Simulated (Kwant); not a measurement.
Device: six-terminal Hall bar in a Ge (holes) two-dimensional gas. Effective mass 0.06 mₑ, grid spacing 3.8 nm, hard walls, nominal width 100 nm (27 grid rows, so walls 106.4 nm apart), one parabolic valley, scattering region 260 nm long along x; energies count from the band bottom; Fermi energy 0.0169 eV. Four side probes 50 nm wide, two on each edge; current runs along x; the sign of the Hall resistance is a convention. Perpendicular field swept from 0.72991 to 14.89 T, also in the leads; orbital effect alone.

Constants are typed, rounded textbook-type inputs, not results; the design itself was drawn at random and stands for no fabricated device.

Kwant, effective-mass tight-binding model on a square grid, one spin, coherent transport at 0 K. Resistances are in h/e².

**Question.** How many Landau levels lie under the Fermi energy, and what Hall resistance follows, at 16.9 meV and 7.45 T; 16.9 meV and 8.65 T; 16.9 meV and 9.85 T; 16.9 meV and 12.2 T?

**Answer.** ħωc = ħeB/m = 1.93 meV a tesla; levels lie at (n + ½)ħωc. E/ħωc = 1.18 gives 1 level and h/(1e²) = 1.000; simulated 1.000. E/ħωc = 1.01 gives 1 level and h/(1e²) = 1.000; simulated 1.000. E/ħωc = 0.89 gives 1 level and h/(1e²) = 1.000; simulated 1.000. E/ħωc = 0.72 gives 1 level and h/(1e²) = 1.000; simulated 1.000.
